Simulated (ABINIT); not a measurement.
A self-consistent single point of TaNbAl6 (P4/mmm, 8 atoms in the cell) with ABINIT.

Method: LDA (PW92), PAW (JTH v2.0 LDA PAW) (plane waves; ABINIT).

```yaml
crystal:
  lattice:
    - [3.91003, 0.00000, 0.00000]
    - [0.00000, 3.91003, 0.00000]
    - [0.00000, 0.00000, 8.70543]
  atoms:
    - { symbol: Ta, position: [0.50000, 0.50000, 0.50000] }
    - { symbol: Al, position: [0.50000, 0.50000, 0.00000] }
    - { symbol: Al, position: [0.00000, 0.00000, 0.50000] }
    - { symbol: Al, position: [0.00000, 0.50000, 0.25110] }
    - { symbol: Al, position: [0.00000, 0.50000, 0.74890] }
    - { symbol: Al, position: [0.50000, 0.00000, 0.25110] }
    - { symbol: Al, position: [0.50000, 0.00000, 0.74890] }
    - { symbol: Nb, position: [0.00000, 0.00000, 0.00000] }
```

Reference input (self-consistent single point, DFT, PBEsol, plane waves, PAW (JTH v2.0 PBE PAW, files made for PBE)): pseudos = [Ta.GGA_PBE-JTH.xml, Al.GGA_PBE-JTH.xml, Nb.GGA_PBE-JTH.xml]; ecut = 571 eV; pawecutdg = 1143 eV; pawxcdev = 0; ixc = -116133; occopt = 3; tsmear = 0.00183747 Ha; ngkpt = 7 7 3; nshiftk = 1; shiftk = 0 0 0; potentials = JTH v2.0 PBE PAW; nband = 29. This run's input differs from it in these lines:

```diff
@@ -1,4 +1,4 @@
-# TaNbAl6, JTH v2.0 PBE PAW
+# TaNbAl6, JTH v2.0 LDA PAW
 pp_dirpath "./"
-pseudos "Ta.GGA_PBE-JTH.xml, Al.GGA_PBE-JTH.xml, Nb.GGA_PBE-JTH.xml"
+pseudos "Ta.LDA_PW-JTH.xml, Al.LDA_PW-JTH.xml, Nb.LDA_PW-JTH.xml"
 acell 3*1.0 Angstrom
@@ -25,3 +25,2 @@
 pawxcdev 0
-ixc -116133
 occopt 3
```

Its files differ too (potentials: JTH v2.0 PBE PAW → JTH v2.0 LDA PAW).

Output, abridged:

```
--- !BeginCycle
solver: {iscf: 17, nstep: 80, nline: 4, wfoptalg: 10, }
tolerances: {tolvrs: 1.00E-12, }
...

     iter   Etot(hartree)      deltaE(h)  residm     nres2
 ETOT  1  -128.30289026498    -1.283E+02 9.050E-01 1.290E+01
 ETOT  2  -129.88664241821    -1.584E+00 4.131E-02 1.164E+01
 ETOT  3  -129.85524896773     3.139E-02 2.343E-02 1.003E+00
 ETOT  4  -129.85524647931     2.488E-06 5.890E-03 2.440E-01
 ETOT  5  -129.85410786167     1.139E-03 1.193E-02 7.834E-03
   [... 7 lines left out ...]
 ETOT 13  -129.85417430727     3.809E-12 4.062E-04 9.859E-10
 ETOT 14  -129.85417430727     5.087E-12 3.135E-04 1.138E-11
 ETOT 15  -129.85417430727    -6.537E-13 2.516E-04 5.300E-12
 ETOT 16  -129.85417430727     6.821E-13 2.016E-04 3.380E-14
 At SCF step   16       nres2   =  3.38E-14 < tolvrs=  1.00E-12 =>converged.

 Cartesian components of stress tensor (hartree/bohr^3)
  sigma(1 1)=  3.73952628E-04  sigma(3 2)=  0.00000000E+00
  sigma(2 2)=  3.73952628E-04  sigma(3 1)=  0.00000000E+00
  sigma(3 3)=  3.31593170E-04  sigma(2 1)=  0.00000000E+00

 ----iterations are completed or convergence reached----

 reduced coordinates (array xred) for    8 atoms
       0.500000000000      0.500000000000      0.500000000000
       0.500000000000      0.500000000000      0.000000000000
       0.000000000000      0.000000000000      0.500000000000
       0.000000000000      0.500000000000      0.251100000000
       0.000000000000      0.500000000000      0.748900000000
       0.500000000000      0.000000000000      0.251100000000
   [... lines left out ...]
 Fermi (or HOMO) energy (hartree) =   0.31739   Average Vxc (hartree)=  -0.39378
 Fermi (or HOMO) energy (eV) =   8.63674   Average Vxc (eV)= -10.71536
   [... lines left out ...]
'-kT*entropy'       : -3.33030442486252E-04
total_energy        : -1.29854174199238E+02
total_energy_eV     : -3.53351177995877E+03
...

-Cartesian components of stress tensor (GPa)         [Pressure= -1.0587E+01 GPa]
- sigma(1 1)=  1.10020643E+01  sigma(3 2)=  0.00000000E+00
- sigma(2 2)=  1.10020643E+01  sigma(3 1)=  0.00000000E+00
- sigma(3 3)=  9.75580623E+00  sigma(2 1)=  0.00000000E+00

 Calculation completed.
```

The run converged in 16 iterations. Against the reference run the pressure goes from -7.52 to -10.59 GPa and the largest force goes from 0.013 to 0.004 eV/Å.

The starting cell comes from a database of computed structures (which also holds hypothetical and non-ambient phases and stackings), without a prior relaxation at this level. Its lattice was rescaled by a random factor within 2.5 % of one. Spin polarisation is off. With a pressure of about -11 GPa the cell is away from its equilibrium volume at this level.

Cost on one core of a shared machine: roughly 2 min.
